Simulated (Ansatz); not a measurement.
# Electron-phonon data for PdBi (P6_3/mmc)

Input:

```
BiPd
1.0
    4.25759     0.00000     0.00000
   -2.12880     3.68718     0.00000
    0.00000     0.00000     5.62501
Bi Pd
2 2
Direct
  0.33333   0.66667   0.25000
  0.66667   0.33333   0.75000
  0.00000   0.00000   0.50000
  0.00000   0.00000   0.00000
```

These are PBEsol, DFPT electron-phonon coupling, linearised Boltzmann equation (plane waves, PAW, scalar-relativistic; Ansatz, a quantum-chemistry and plane-wave program) values and carry that method's errors. How the cell was made: relaxed with this functional, without spin-orbit coupling.

```
Property                                                                                                        Result
----------------------------------------------------------------------------------  ----------------------------------
resistivity at 300 K                                                                10.8 (x), 10.8 (y), 13.6 (z) μΩ·cm
resistivity at 77 K                                                                    2.3 (x), 2.3 (y), 2.9 (z) μΩ·cm
electron mean free path at 300 K (weighted by the current that each state carries)                              9.4 nm
electron-phonon coupling λ                                                                                        0.47
transport coupling λ_tr                                                                   0.47 (x), 0.47 (y), 0.49 (z)
logarithmic mean phonon energy                                                                                 8.1 meV
density of states at the Fermi level                                                        0.98 states/(eV·spin·cell)
Drude plasma energy                                                                       7.2 (x), 7.2 (y), 6.5 (z) eV
```

A metal at this level (no band gap). Only scattering by harmonic phonons is included (no impurities, grain boundaries, electron-electron scattering or thermal expansion). Spin-orbit coupling is left out, which matters with elements this heavy. The self-energy correction of the phonons between q points moved λ by 3 %. The squared frequency of the phonon mode least converged on the k mesh is uncertain by 13 %. The run warned that the eigensolver left some states short of its tolerance. Halving the electron mesh (24x24x16) moves the resistivity by up to 7 % at 300 K, the mean free path by up to 7 %, the coupling by up to 4 %. Smearing 0.20 eV; phonons on a 4x4x3 q mesh, which this run doesn't test and which matters most at low temperature.

Formula and space group known from diffraction (Crystallography Open Database), not checked to be the room-temperature form: PdBi (P6_3/mmc).
